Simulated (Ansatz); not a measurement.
An Ansatz (a first-principles code) run: CoPtO2 with a change (non-magnetic); PBEsol (Ansatz; PAW; 420 eV plane waves; spin-orbit coupling left out).

Input:

Ansatz 0.2 input:
```yaml
crystal:
  lattice:
    - [1.4044217401, 0.8108432697, 5.9053290869]
    - [-1.4044217401, 0.8108432697, 5.9053290869]
    - [0, -1.6216865394, 5.9053290869]
  atoms:
    - { symbol: Pt, position: [0, 0, 0] }
    - { symbol: Co, position: [0.5, 0.5, 0.5] }
    - { symbol: O, position: [0.1122373407, 0.1122373407, 0.1122373407] }
    - { symbol: O, position: [0.8877626593, 0.8877626593, 0.8877626593] }
basis: { ecutwfc: 420, ecutrho_ratio: 4, xc_grid: 2, fft_grid_basis: typed }
kpoints: { mp_grid: { grid: [17, 17, 17] } }
hamiltonian:
  xc: pbesol
  dispersion: none
  pseudopotentials: { kind: paw }
scf: { occupations: { method: fermi_dirac, width: 0.05 }, convergence: { dr2_threshold: 0.0000000004 } }
output: { forces: true, stress: true }
checkpoint: { write: state.ck, write_every: 1000 }
```

Output (explanatory and most iteration lines left out):

```
Pseudopotential: Pt, paw, valence charge 18
Pseudopotential: Co, paw, valence charge 17
Pseudopotential: O, paw, valence charge 6
Crystal: 4 atoms, lattice volume = 40.349 Å³
Basis set: ecut = 420 eV, 793 PW (Γ), exchange–correlation on 90×90×90 points (8 copies of the dense FFT grid, shifted against one another)
Bands: 28, of which v1, the nominal top of the filled ones, is band 24 counted from 1 (23 counted from 0)
Symmetry: 12 space group operations
Space group: R-3m (ITA 166), of the structure as read, at distance tolerance 3.4e-5 Å
k-points: 489 of 4913
Functional: x = pbesol(κ = 0.804, μ = 0.12345679012345678), c = pbesol(β = 0.046)
SCF iter   1: F=—  HF=-18597.039318 eV  |F-HF|=—  |Δ(HF+E_count)|=         —  Δρ=1.86e-2  dr2=9.49e-2  ethr=1.77e-3  ⟨swp⟩=6.4  Hψ=54644  notcnv=0
SCF iter   2: F=—  HF=-18597.012971 eV  |F-HF|=—  |Δ(HF+E_count)|=   2.63e-2  Δρ=6.05e-3  dr2=1.09e-2  ethr=2.02e-4  ⟨swp⟩=2.0  Hψ=26693  notcnv=0
SCF 1 converged in 8 iterations: F = -18597.011500 eV  dr2 = 1.22e-11
SCF converged after 8 iterations
Free energy (F): -18597.011500 eV
Internal energy: -18597.004472 eV  (E = F + TS)
E sigma→0 (E₀):  -18597.007986 eV
Entropy (-TS):   -0.007028 eV (-1.757 meV/atom)
Fermi energy:    16.895863 eV
--- Forces (eV/Å), atoms counted from 1 ---
  atom   1  Pt     0.00000000     0.00000000    -0.00000000
  atom   2  Co    -0.00000000     0.00000000    -0.00000000
  atom   3  O      0.00000000    -0.00000000    -0.00134093
  atom   4  O     -0.00000000     0.00000000     0.00134093
--- Stress (GPa, compression-positive) ---
        0.000457       0.000000       0.000000
        0.000000       0.000457       0.000000
        0.000000       0.000000       0.000920
  P = ⅓ Tr σ = 0.0006 GPa (0.006 kbar)
```

No phonon test of stability was made. No Hubbard U is applied, and correlation can decide whether such a compound is a metal. All final runs are without spin polarisation. The cell was made from CoPtO2 (space group R-3m, No. 166; non-magnetic) by this change: non-magnetic.
